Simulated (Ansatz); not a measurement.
Start from Li in the bcc (W type) structure (space group Im-3m, No. 229; relaxed with 0.1 eV smearing).

```
Li
1.0
   -1.71759     1.71759     1.71759
    1.71759    -1.71759     1.71759
    1.71759     1.71759    -1.71759
Li
1
Direct
  0.00000   0.00000   0.00000
```

Computed with PBE/PAW in Ansatz (a quantum-chemistry and plane-wave program), spin-orbit coupling left out.

Base values:

- Pressure = 0.0 GPa

Perturbation: an isotropic linear strain of −2.00 %; the atoms relax in the strained cell.

### Question
What happens to the energy relative to the base?

### Answer
The energy goes up by 3.4 meV/atom.

### Question
How does this affect the pressure?

### Answer
The pressure goes from zero to 0.9 GPa.

Whether these cells are dynamically stable was not tested.
